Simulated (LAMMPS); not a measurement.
Pressure dependence of Ag (fcc) at 1610 K, from the melt.

All values are model results, not measurements: classical MD, pair style eam, the elements' _u3.eam files (universal-3 set of Foiles, Baskes and Daw); code LAMMPS.

| P (GPa) | state | volume | coordination number | self-diffusion coefficient of Ag (not corrected for cell size) |
|---|---|---|---|---|
| 0 | liquid | 21.685 ± 0.004 Å³/atom | 12.1 (counted to 4.02 Å) | (7.00 ± 0.05) × 10^-5 cm²/s |
| 2 | liquid | 20.209 ± 0.006 Å³/atom | 12.6 (counted to 3.98 Å) | (5.0 ± 0.1) × 10^-5 cm²/s |
| 5 | liquid | 18.964 ± 0.003 Å³/atom | 12.8 (counted to 3.90 Å) | (3.32 ± 0.03) × 10^-5 cm²/s |

Caution (rows 2; 5): a run this short can hold a crystal over, or a liquid under, the potential's own melting point, which these runs don't give.

Estimate the isothermal bulk modulus at zero pressure. A parabola P(ln V) through the three points gives −dP/d ln V = 19 GPa at zero pressure.

States go by the mean squared displacement: a species diffuses where it passes 1.5 Å², still rises and gives D over 1e-6 cm²/s; a crystal has left its structure where atoms lie 0.35 Å off their sites on average or a cubic box changes its shape by 3 %, or the axial ratios of another lie 8 % off the starting cell's, which the potential's own relaxation can also do.

Errors of D are the spread over four groups of atoms in one short run; a floor of about 5 %, a picked value, is safer.

Errors shown are sampling errors alone.
